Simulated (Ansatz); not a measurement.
The reference is ZrSe₂ in the CdI2 type structure (space group P-3m1, No. 164; a = 3.7351 Å, c = 6.0315 Å; layered, stacked along the Cartesian z axis).

Calculations: PBE-D3(BJ) (Ansatz, a program for electronic structure), spin-orbit coupling left out.

One change was made to it. Results:

The shortest interatomic distance falls by 0.69 pm (268.4 pm → 267.8 pm); the c/a ratio decreases by 0.013 to 1.602.

### Question
What was done to the base?
A. pressure 2.1 GPa
B. pressure 0.9 GPa
C. pressure 30 GPa
D. pressure 15 GPa
E. pressure −1 GPa

### Answer
B, pressure 0.9 GPa. For comparison, the shortest interatomic distance in the other runs: pressure 30 GPa gives 255.6 pm; pressure 2.1 GPa gives 266.9 pm; pressure −1 GPa gives 269.3 pm; pressure 15 GPa gives 260.3 pm.

Load acts through the strain it causes; cell and atoms are relaxed under it. Whether these cells are dynamically stable was not tested. Competing high-pressure phases were not computed. The final runs are not spin-polarised.
